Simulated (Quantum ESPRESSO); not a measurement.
Quantum ESPRESSO run on the (110) slab of Ag (cut from a parent of space group no. 229; 3 atoms in the cell): self-consistent single point.

Method: LDA (PZ), GBRV 1.5 ultrasoft (LDA) pseudopotentials (plane waves; Quantum ESPRESSO).

```
Ag
1.0
    2.88202     0.00000     0.00000
   -3.84269     2.71719     0.00000
    0.00000     0.00000    18.70630
Ag
3
Cartesian
  0.00000   0.00000   7.00001
  0.96067   1.35860   9.35321
  0.00000   0.00000  11.70629
```

Reference input (self-consistent single point, DFT, LDA (PZ), plane waves, GBRV 1.5 ultrasoft (LDA) pseudopotentials): ecutwfc = 40 Ry; ecutrho = 320 Ry; occupations = smearing; smearing = fd; degauss = 0.0073499 Ry; mixing_mode = local-TF; potentials = {Ag: ag_lda_v1.4.uspp.F.UPF}; K_POINTS = automatic 9 9 1 0 0 0; conv_thr = 1e-10 Ry; mixing_beta = 0.5. This run's input differs from it in these lines:

```diff
@@ -12,4 +12,4 @@
   ntyp = 1,
-  ecutwfc = 40,
-  ecutrho = 320,
+  ecutwfc = 20,
+  ecutrho = 160,
   occupations = 'smearing',
```

Log, with long lists cut:

```
     Self-consistent Calculation

     iteration #  1     ecut=    20.00 Ry     beta= 0.50

     negative rho (up, down):  6.351E-02 0.000E+00

     total energy              =    -883.73315415 Ry
     estimated scf accuracy    <       8.30085224 Ry

     iteration #  2     ecut=    20.00 Ry     beta= 0.50

     negative rho (up, down):  6.937E-02 0.000E+00

     total energy              =    -884.08311873 Ry
     estimated scf accuracy    <       0.75156973 Ry

     iteration #  3     ecut=    20.00 Ry     beta= 0.50

     negative rho (up, down):  6.371E-02 0.000E+00

     total energy              =    -884.18436795 Ry
     estimated scf accuracy    <       0.03675410 Ry

   [... 17 blocks of this kind left out ...]

     iteration # 21     ecut=    20.00 Ry     beta= 0.50

     negative rho (up, down):  2.672E-03 0.000E+00

     total energy              =    -884.17524251 Ry
     estimated scf accuracy    <          1.8E-10 Ry

     iteration # 22     ecut=    20.00 Ry     beta= 0.50

     negative rho (up, down):  2.672E-03 0.000E+00
     End of self-consistent calculation

     the Fermi energy is     2.5937 ev

!    total energy              =    -884.17524256 Ry
     estimated scf accuracy    <          2.0E-11 Ry
     smearing contrib. (-TS)   =      -0.00222777 Ry
     internal energy E=F+TS    =    -884.17301479 Ry

     convergence has been achieved in  22 iterations

     negative rho (up, down):  2.672E-03 0.000E+00

     Forces acting on atoms (cartesian axes, Ry/au):

     atom    1 type  1   force =     0.00000000    0.00000000    0.03407545
     atom    2 type  1   force =     0.00000000    0.00000000    0.00000000
     atom    3 type  1   force =     0.00000000    0.00000000   -0.03407545

     Total force =     0.048190     Total SCF correction =     0.000019

     negative rho (up, down):  2.672E-03 0.000E+00
          total   stress  (Ry/bohr**3)                   (kbar)     P=    -2212.63
  -0.01507648   0.00002329   0.00000000        -2217.83        3.43        0.00
   0.00002329  -0.01506001   0.00000000            3.43    -2215.40        0.00
   0.00000000   0.00000000  -0.01498694            0.00        0.00    -2204.65

   JOB DONE.
```

The run converged in 22 iterations. Against the reference run the free energy rises by 12.8 eV/atom and the largest force goes from 0.658 to 0.876 eV/Å.

The starting cell comes from a database of computed structures (which also holds hypothetical and non-ambient phases and stackings), without a prior relaxation at this level. The slab is cut from that crystal, and its faces are unrelaxed. Its lattice was rescaled by up to half a per cent.

Cost on one core of a shared machine: roughly 50 s.
